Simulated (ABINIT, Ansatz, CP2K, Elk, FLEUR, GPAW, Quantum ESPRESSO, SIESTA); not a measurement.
## One structure in several programs: NaF (Fm-3m, 2 atoms in the cell)

Self-consistent single point.

```xyz
2
Lattice="0.0000 2.2905 2.2905 2.2905 0.0000 2.2905 2.2905 2.2905 0.0000" Properties=species:S:1:pos:R:3 pbc="T T T"
Na     0.0000     0.0000     0.0000
F      2.2905     2.2905     2.2905
```

All programs got the same cell, k-point mesh and kind of occupations (in Ansatz's words: kpoints.mp_grid.grid = 6 6 6; scf.occupations.method = fermi_dirac; scf.occupations.width = 0.02 eV); potentials, basis and cutoffs are each program's usual ones.

| code | model | pressure (GPa) | gap on the mesh (eV) | k-points | cutoff |
|---|---|---|---|---|---|
| Ansatz | PBE, default PAW files | 3.68 | 6.506 | 16 | default |
| SIESTA | GGA PBE, numerical atomic orbitals TZP, PseudoDojo PBE standard norm-conserving potentials (rewritten from UPF to PSML) | 2.78 | 6.379 | 132 | grid 400 Ry |
| FLEUR | PBE, all-electron FLAPW (FLEUR), scalar-relativistic valence | – | 6.717 | 16 | Kmax 4.3 1/bohr |
| GPAW | PBE, GPAW PAW datasets PBE (gpaw-data 1.0.1) | – | 6.522 | 16 | 950 eV |
| CP2K | PBE, GPW, DZVP-MOLOPT-SR-GTH basis, GTH-PBE potentials (GTH_POTENTIALS) | 3.72 | 6.632 | 112 | grid 950 Ry |
| Elk | PBE, all-electron FP-LAPW, Elk's shipped species files, LAPW+lo basis | – | 6.537 | 16 | rgkmax 8 |
| ABINIT | PBE, PAW (JTH v2.0 PBE PAW) | 3.59 | 6.484 | 16 | 816 eV |
| Quantum ESPRESSO | PBE, SSSP 1.1.2 efficiency (PBE) pseudopotentials | 4.50 | 6.484 | 16 | 40 Ry |

A dash marks a value that a program does not give, or that is left out as unsure.

Gaps are read on the mesh.

The spread over the programs that give each value: pressure within 1.72 GPa; gap on the mesh within 0.338 eV.

The starting cell comes from a database of computed structures (which also holds hypothetical and non-ambient phases and stackings), without a prior relaxation at this level. Its lattice was rescaled by a random factor within 2.5 % of one. On Ansatz's run: In the base run, with a pressure of about 4 GPa the cell is away from its equilibrium volume at this level.

Task: Why do the programs differ, and what cannot be compared?

Result: Differences of this kind can come from the potentials, where these differ, and from what each basis and cutoff leave unconverged. The valence holds different numbers of electrons (Ansatz (a program for electronic structure) 16, SIESTA 16, FLEUR 16, GPAW 14, CP2K 16, ABINIT 16, Quantum ESPRESSO 16). The zero of total energies and Fermi levels follows the potentials and each program's conventions, so they are not compared here. SIESTA and CP2K use small atom-centred bases, whose incompleteness enters pressures, forces and empty levels differently from a plane-wave cutoff. FLEUR and Elk treat all electrons, but the usual bases taken here (sphere radii, linearisation, local orbitals, empty states) were not tested for convergence, so the values are no reference for the others. Ansatz's pressure is given at a fixed set of plane waves, as the other plane-wave codes print theirs; with its correction for the finite basis it is 4.15 GPa (the shift of 0.47 GPa shows how far the cutoff is from converged). The pressure of GPAW is left out: its cutoff lies under the one at which its stress was checked. The programs reduce the same mesh by symmetry to different extents, which changes the work and not the result. In the gap, FLEUR (by 0.222) and CP2K (by 0.137) lie more than 0.12 eV from the median of the plane-wave programs.

Keys are those of Ansatz 0.2.
